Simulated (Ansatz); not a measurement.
Results of PBE-D3(BJ) (Ansatz, a first-principles code, plane waves, PAW) for AgInTe2 (model structure, started from the chalcopyrite type, I-42d, No. 122, 8 atoms in the cell).

Run with plane-wave cutoff 500 eV, 10×10×10 k mesh, Fermi–Dirac smearing 0.05 eV, no spin polarisation, scalar-relativistic PAW data made under PBE.

Cell (relaxed at this level):

```yaml
crystal:
  lattice:
    - [-3.23425, 3.23425, 6.39872]
    - [3.23425, -3.23425, 6.39872]
    - [3.23425, 3.23425, -6.39872]
  atoms:
    - { symbol: Ag, position: [0.75000, 0.25000, 0.50000] }
    - { symbol: Ag, position: [0.00000, 0.00000, 0.00000] }
    - { symbol: In, position: [0.25000, 0.75000, 0.50000] }
    - { symbol: In, position: [0.50000, 0.50000, 0.00000] }
    - { symbol: Te, position: [0.11801, 0.12500, 0.49301] }
    - { symbol: Te, position: [0.63199, 0.62500, 0.50699] }
    - { symbol: Te, position: [0.37500, 0.88199, 0.00699] }
    - { symbol: Te, position: [0.87500, 0.36801, 0.99301] }
```

**Question.** What does this level give for the band gap?

**Answer.** 
- band gap = 0.15 eV (under three smearing widths, so not firm)

Spin–orbit coupling is not included; with these elements it can move the gap by several tenths of an eV or more.

A model structure was made by putting elements into a prototype or built by hand; here it ended with the formula and space group of a phase in our tables.
